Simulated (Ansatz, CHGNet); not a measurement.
## L1₀ (CuAu-type) CuAu: properties by level of theory

Reference values: lattice constant a 2.8 Å (measured, temperature not stated, no zero-point or thermal correction; as tabulated in Nepal et al. (2019), arXiv:1905.09348); lattice parameter c 3.67 Å (measured, temperature not stated, no zero-point or thermal correction; as tabulated in Mehl et al. (2016), arXiv:1607.02532).

```csv
level (code),lattice constant a (Å),c axis length (Å)
CHGNet-r²SCAN (CHGNet),2.897,3.462
PBE+SOC (Ansatz),2.845,3.684
PBE-D4 (Ansatz),2.832,3.604
```

Differences from the reference values (errors of the level alone only where the reference is corrected to a static lattice):

```tsv
level	lattice constant a (%)	lattice parameter c (%)
CHGNet-r²SCAN	+3.46	-5.67
PBE+SOC	+1.61	+0.38
PBE-D4	+1.14	-1.80
```

Nearest: lattice constant a, not ranked (reference at room or unstated temperature); lattice parameter c, not ranked (reference at room or unstated temperature).

Machine-learned potentials (CHGNet-r²SCAN) are trained on DFT data, which may include these solids.

Ansatz's density-functional and Hartree–Fock values are scalar-relativistic unless marked +SOC, with PAW data made under PBE.

Differences are worked out from the printed values.

Ansatz is a first-principles code.
